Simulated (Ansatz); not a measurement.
We consider K2CO3 (P6₃/mmc, No. 194, 12 atoms in the cell; start mp-10662; a measured phase of this formula has another space group), described by PBEsol (PAW; Ansatz, a program for electronic structure).

Numerical settings: plane-wave cutoff 500 eV, 12×12×6 k mesh (along the axes of the cell as run), gaussian smearing 0.02 eV, scalar-relativistic PAW data made under PBE.

Cell (relaxed at this level):

```xyz
12
Lattice="5.6875 0.0000 0.0000 -2.8437 4.9255 0.0000 0.0000 0.0000 6.9794" Properties=species:S:1:pos:R:3 pbc="T T T"
K      2.8437     1.6418     5.2346
K      0.0000     3.2837     1.7449
K      0.0000     0.0000     3.4897
K      0.0000     0.0000     0.0000
C      0.0000     3.2837     5.2346
C      2.8437     1.6418     1.7449
O      1.1214     3.9311     5.2346
O      1.7223     0.9944     1.7449
O      2.8437     2.9367     1.7449
O      0.0000     1.9887     5.2346
O     -1.1214     3.9311     5.2346
O      3.9652     0.9944     1.7449
```

Task: Estimate the band gap that the calculation returns.

Result: 
* **band gap**: 3.38 eV (on the SCF k mesh)

Note: the relaxation could not lower the start's symmetry, so the cell can be a saddle point above a distorted one.

Static lattice: no zero-point or thermal effects.

It cost about 120 core-seconds (a rough figure) of CPU time.

A start named mp-… is a Materials Project structure, which need not be a measured phase.
